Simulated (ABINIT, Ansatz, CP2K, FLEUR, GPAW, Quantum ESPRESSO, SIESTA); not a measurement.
## TiPt3 (P6_3/mmc, 8 atoms in the cell) computed with different codes at matched settings

Self-consistent single point.

```yaml
crystal:
  lattice:
    - [5.66955, 0.00000, 0.00000]
    - [-2.83477, 4.90997, 0.00000]
    - [0.00000, 0.00000, 4.56803]
  atoms:
    - { symbol: Ti, position: [0.33333, 0.66667, 0.75000] }
    - { symbol: Ti, position: [0.66667, 0.33333, 0.25000] }
    - { symbol: Pt, position: [0.16720, 0.33441, 0.25000] }
    - { symbol: Pt, position: [0.83279, 0.66559, 0.75000] }
    - { symbol: Pt, position: [0.83279, 0.16720, 0.75000] }
    - { symbol: Pt, position: [0.16720, 0.83279, 0.25000] }
    - { symbol: Pt, position: [0.66559, 0.83279, 0.25000] }
    - { symbol: Pt, position: [0.33441, 0.16720, 0.75000] }
```

All programs got the same cell, k-point mesh and kind of occupations (in Ansatz's words: kpoints.mp_grid.grid = 5 5 5; scf.occupations.method = gaussian; scf.occupations.width = 0.0073 Ry); potentials, basis and cutoffs are each program's usual ones.

| code | model | pressure (GPa) | largest force (eV/Å) | k-points | cutoff |
|---|---|---|---|---|---|
| SIESTA | LDA PW92, numerical atomic orbitals DZP, PseudoDojo LDA standard norm-conserving potentials (rewritten from UPF to PSML) | -20.79 | 0.025 | 63 | grid 300 Ry |
| CP2K | LDA (Pade form), GPW, DZVP-MOLOPT-SR-GTH basis, GTH-PADE potentials (GTH_POTENTIALS) | -40.92 | 0.183 | 63 | grid 600 Ry |
| GPAW | LDA (Perdew-Wang 92), GPAW PAW datasets LDA (gpaw-data 1.0.1) | -20.39 | 0.061 | 15 | 850 eV |
| Ansatz | LDA (PW92), PAW files made with PBE | -20.47 | 0.045 | 15 | default |
| FLEUR | LDA (Perdew-Zunger), all-electron FLAPW (FLEUR), scalar-relativistic valence | – | 0.049 | 15 | Kmax 4.1 1/bohr |
| Quantum ESPRESSO | LDA (PZ), GBRV 1.5 ultrasoft (LDA) pseudopotentials | -20.75 | 0.049 | 15 | 50 Ry |
| ABINIT | LDA (PW92), norm-conserving pseudopotentials (PseudoDojo nc-sr-04 LDA standard) | -20.73 | 0.053 | 15 | 84 Ry |

A dash marks a value that a program does not give, or that is left out as unsure.

The spread over the programs that give each value: pressure within 20.53 GPa; largest force within 0.158 eV/Å.

The starting cell comes from a database of computed structures (which also holds hypothetical and non-ambient phases and stackings), without a prior relaxation at this level. Its lattice was rescaled by a random factor within 2.5 % of one. On Ansatz's run: Spin-orbit coupling is off. Spin polarisation is off. In the base run, with a pressure of about -20 GPa the cell is away from its equilibrium volume at this level.

Why do the programs differ, and what cannot be compared?

Differences of this kind can come from the potentials, where these differ, and from what each basis and cutoff leave unconverged. The valence holds different numbers of electrons (SIESTA 132, CP2K 132, GPAW 120, Ansatz (a quantum-chemistry and plane-wave program) 132, FLEUR 120, Quantum ESPRESSO 120, ABINIT 132). The zero of total energies and Fermi levels follows the potentials and each program's conventions, so they are not compared here. SIESTA and CP2K use small atom-centred bases, whose incompleteness enters pressures, forces and empty levels differently from a plane-wave cutoff. FLEUR treats all electrons, but the usual bases taken here (sphere radii, linearisation, local orbitals, empty states) were not tested for convergence, so the values are no reference for the others. Ansatz's pressure is given at a fixed set of plane waves, as the other plane-wave codes print theirs; with its correction for the finite basis it is -20.43 GPa. Ansatz's smearing width was typed in Ry to four decimals, so it matches the others to a few per cent. The same LDA comes in different parametrisations, which differ slightly. The programs reduce the same mesh by symmetry to different extents, which changes the work and not the result. In the pressure, CP2K (by 20.32) lies more than 1 GPa from the median of the plane-wave programs. In the force vectors, CP2K (by 0.234) lies more than 0.08 eV/Å from the median of the plane-wave programs.

Left out of this page: Elk (stopped by limits of time or memory).

Keys are those of Ansatz 0.2.
